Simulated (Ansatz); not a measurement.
The starting structures come from a database of crystals and need not be the phases stable at ambient conditions.

By PBEsol, the system below comes out a metal.

Without scattering a metal conducts by its projected Fermi surface.

Input:

```xyz
4
Lattice="4.9483 0.0000 0.0000 0.0000 4.9483 0.0000 0.0000 0.0000 4.9483" Properties=species:S:1:pos:R:3 pbc="T T T"
La     0.0000     0.0000     0.0000
Pb     0.0000     2.4742     2.4742
Pb     2.4742     0.0000     2.4742
Pb     2.4742     2.4742     0.0000
```

Space group of this cell: Pm-3m, Cu3Au type. The cell is taken as given; by PBEsol its mean pressure is -2.1 GPa.

The current flows along the normal of the first two printed cell vectors, the (001) plane of the conventional cell. No spin-orbit coupling; the value is a mean over 0.1 eV about the Fermi level.

Task: State the ballistic conductance per area according to PBEsol (Ansatz, an electronic-structure program).

Result: 0.70 × 10¹⁵ S/m² for both spins.
